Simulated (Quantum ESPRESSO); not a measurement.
How a calculation on NaTmS₂ (R-3m, 4 atoms in the cell) responds to its settings

```yaml
crystal:
  lattice:
    - [1.95795, 1.13042, 6.58913]
    - [-1.95795, 1.13042, 6.58913]
    - [0.00000, -2.26085, 6.58913]
  atoms:
    - { symbol: Tm, position: [0.00000, 0.00000, 0.00000], spin: 2.0 }
    - { symbol: S, position: [0.25731, 0.25731, 0.25731] }
    - { symbol: S, position: [0.74269, 0.74269, 0.74269] }
    - { symbol: Na, position: [0.50000, 0.50000, 0.50000] }
```
(The spins are starting values, not results.)

Base run A: PBEsol, SSSP 1.1.2 efficiency (PBE) pseudopotentials in Quantum ESPRESSO 7.5, self-consistent single point.

Its settings: ecutwfc = 50 Ry; ecutrho = 400 Ry; occupations = smearing; smearing = fermi-dirac; degauss = 0.0036749 Ry; nspin = 2; input_dft = pbesol; potentials = {Tm: Tm.GGA-PBE-paw-v1.0.UPF, S: s_pbe_v1.4.uspp.F.UPF, Na: na_pbe_v1.5.uspp.F.UPF}; K_POINTS = automatic 4 4 4 0 0 0; conv_thr = 1e-10 Ry; mixing_beta = 0.3.

The starting cell comes from a database of published, mostly measured structures (it also holds non-ambient and calculated ones), without a prior relaxation at this level. With one magnetic atom in the cell only a parallel order is possible. With U or open f shells several self-consistent states can exist. The f electrons are in the valence without U or exact exchange, which can misplace them near the Fermi level. Spin-orbit terms, which matter for f shells, are left out. Without a gap this mesh is coarse (it stands for a supercell whose shortest vector is 16 Å).

ΔF is the free energy per atom less that of run A. 

Run A gave: pressure (GPa) -1.06; largest force (eV/Å) 0.237; size of the net moment (μB/atom) 0.48.

Runs:
- B: smearing: fermi-dirac → gaussian
- C: smearing: fermi-dirac → gaussian; degauss: 0.0036749 Ry → 0.0073499 Ry
- D: degauss: 0.0036749 Ry → 0.0073499 Ry
- E: degauss: 0.0036749 Ry → 0.02205 Ry
- F: smearing: fermi-dirac → methfessel-paxton; degauss: 0.0036749 Ry → 0.0073499 Ry
- G: smearing: fermi-dirac → methfessel-paxton; degauss: 0.0036749 Ry → 0.0147 Ry
- H: smearing: fermi-dirac → marzari-vanderbilt; degauss: 0.0036749 Ry → 0.0073499 Ry
- I: smearing: fermi-dirac → marzari-vanderbilt; degauss: 0.0036749 Ry → 0.0147 Ry
- J: occupations: smearing → tetrahedra_opt; smearing: fermi-dirac → default; degauss: 0.0036749 Ry → default

### Question
What does run H change against A?

### Answer
The free energy goes up by 11.3 meV/atom, the pressure moves little (-1.06 to -1.11 GPa), the largest force goes from 0.237 to 0.250 eV/Å and the size of the net moment moves little (0.48 to 0.49 μB/atom).

### Question
What does run E change against A?

### Answer
The free energy falls by 220 meV/atom, the pressure goes from -1.06 to -0.51 GPa, the largest force goes from 0.237 to 0.114 eV/Å and the size of the net moment goes from 0.48 to 0.41 μB/atom.

### Question
What does run B change against A?

### Answer
The free energy rises by 10.0 meV/atom, the pressure stays at -1.06 GPa, the largest force goes from 0.237 to 0.258 eV/Å and the size of the net moment moves little (0.48 to 0.49 μB/atom).

```tsv
run	ΔF (meV/atom)	pressure (GPa)	largest force (eV/Å)	size of the net moment (μB/atom)
A	0.00	-1.06	0.237	0.48
B	10.0	-1.06	0.258	0.49
C	4.1	-1.05	0.242	0.48
D	-26.5	-0.98	0.210	0.47
E	-220.2	-0.51	0.114	0.41
F	11.3	-1.08	0.255	0.49
G	7.4	-1.04	0.242	0.48
H	11.3	-1.11	0.250	0.49
I	7.3	-1.04	0.234	0.48
J	12.5	-1.08	0.266	0.50
```
